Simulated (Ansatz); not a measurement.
We consider MoPt3 (Pm-3m, No. 221, 4 atoms in the cell; start mp-13100), described by PBEsol in Ansatz (plane waves, PAW).

Settings: plane-wave cutoff 520 eV, 14×14×14 k mesh, Fermi–Dirac smearing 0.05 eV, spin-polarised start, scalar-relativistic PAW data made under PBE.

Cell (relaxed at this level):

Space group Pm-3m (No. 221); a = b = c = 3.9210 Å, α = β = γ = 90.00°

```json
[
 {"atom": "Mo", "site": "1a", "symmetry": "m-3m", "x": "0.0000", "y": "0.0000", "z": "0.0000"},
 {"atom": "Pt", "site": "3c", "symmetry": "4/mm.m", "x": "0.0000", "y": "0.5000", "z": "0.5000"}
]
```

Problem. What does this level give for the bulk modulus B0?

Solution. 
* **bulk modulus B0**: 277 GPa

The run finds no gap.

Note: the magnetic order was assumed, not searched for or taken from measurement; the bulk modulus is −V dP/dV from two relaxed cells at ±2 % in volume; the relaxation could not lower the start's symmetry, so the cell can be a saddle point above a distorted one.

Spin–orbit coupling is not included.

The result took very roughly 6 core-minutes.

A start named mp-… is a Materials Project structure, which need not be a measured phase.

Ansatz is a first-principles code.
